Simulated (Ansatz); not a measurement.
Ansatz (a quantum-chemistry and plane-wave program) run on WC (P-6m2, 2 atoms in the cell): relaxation of cell and atoms.

Method: PBE (plane waves, PAW; Ansatz).

```yaml
crystal:
  lattice:
    - [2.84426, 0.00000, 0.00000]
    - [-1.42213, 2.46320, 0.00000]
    - [0.00000, 0.00000, 2.76902]
  atoms:
    - { symbol: W, position: [0.00000, 0.00000, 0.00000] }
    - { symbol: C, position: [0.66667, 0.33333, 0.50000] }
```

Reference input (self-consistent single point, DFT, PBE, plane waves, default PAW files): basis.ecutwfc = 420 eV; kpoints.mp_grid.grid = 9 9 8; hamiltonian.xc = pbe; hamiltonian.pseudopotentials = {kind: paw} (the program's default PAW files); scf.occupations.method = fermi_dirac; scf.occupations.width = 0.1 eV. This run's input differs from it in these lines:

```diff
@@ -18,2 +18,4 @@
   occupations: { method: fermi_dirac, width: 0.1 eV }
+relax:
+  cell: {}
 output:
```

Output, abridged:

```
   [... SCF lines of the steps left out ...]
relax step   1: F+E_penalty+E_count = -10635.88456145 eV  Δ(F+E_penalty+E_count) = +0.000e0 eV  max|allowed force component| = 2.498e-16 eV/Å  Δτ_max = 0.0000 Å  P = +37.521 GPa  Ω = 19.400 Å³  (6 SCF iters, dr2 threshold 1.00e-7 eV, accepted)
relax step   2: F+E_penalty+E_count = -10636.02456766 eV  Δ(F+E_penalty+E_count) = -1.400e-1 eV  max|allowed force component| = 1.295e-16 eV/Å  Δτ_max = 0.0000 Å  P = -10.793 GPa  Ω = 21.727 Å³  energy of the carried Pulay correction = -4.933e-3 eV  [...]
   [... lines left out ...]
relax step   7: F+E_penalty+E_count = -10636.06505834 eV  Δ(F+E_penalty+E_count) = +1.363e-5 eV  max|allowed force component| = 3.701e-17 eV/Å  Δτ_max = 0.0000 Å  P = +0.000 GPa  Ω = 21.054 Å³  energy of the carried Pulay correction = -1.973e-5 eV  [...]
relax step   8: F+E_penalty+E_count = -10636.06507184 eV  Δ(F+E_penalty+E_count) = -1.350e-5 eV  max|allowed force component| = 8.327e-17 eV/Å  Δτ_max = 0.0000 Å  P = +0.001 GPa  Ω = 21.054 Å³  stress off target by 2.13e-3 GPa  SCF on the basis [...]
basis re-selected at this cell: Δ(F+E_penalty+E_count) = -1.350e-5 eV, ΔP = +0.000 GPa vs the last step
the relaxation is at rest under the 12 symmetry operations that the run kept from its start: a minimum is not shown …
Stability not checked: this state was not tested for a lower state beside it, because too few of the mixer's solves of this state at the end of the SCF gave a …
Free energy (F): -10636.065072 eV
Internal energy: -10636.054514 eV  (E = F + TS)
   [... lines left out ...]
Fermi energy:    20.270331 eV
   [... lines left out ...]
to start a new deck from the relaxed geometry:
  cell:  # Å, volume = 21.0544 Å³
    - [2.922984919315633, -2.966653737415045e-7, 0.0]
    - [-1.4614922027380663, 2.5313793433388327, 0.0]
    - [0.0, 0.0, 2.845500359601641]
  atoms:
    - { symbol: W, position: [-1.8503725900345803e-17, -1.8503699430566202e-17, 0.0] }
    - { symbol: C, position: [0.6666666666666666, 0.3333333333333333, 0.49999999999999994] }
```

The run converged.  The full log also holds: “iter 5 did not close the SCF: its close was put off for the readings that it lacked (scf_convergence_deferred on its scf_iter line)”. The full log also holds: “iter 5 did not close the SCF: its close was put off for the readings that it lacked (scf_convergence_deferred on its scf_iter line)”.

Summary of the result:
| Property | Result |
|---|---|
| Free energy E − TS (on the zero of these files) | -10636.0651 eV |
| Fermi level (on the code's own zero) | 20.27 eV |
| Pressure | 0.00 GPa |
| Final cell | a = 2.923 Å, b = 2.923 Å, c = 2.846 Å, α = 90.00°, β = 90.00°, γ = 120.00° |
| Final volume per atom | 10.53 Å³ |
| Relaxation steps | 8 |

The starting cell comes from a database of computed structures (which also holds hypothetical and non-ambient phases and stackings), without a prior relaxation at this level. Its lattice was rescaled by a random factor within 2.5 % of one. Spin polarisation is off. The relaxation keeps the symmetry of its start, so its end need not be a minimum. Ansatz's pressure includes its estimate of the finite-basis (Pulay) stress.

Keys are those of Ansatz 0.2.
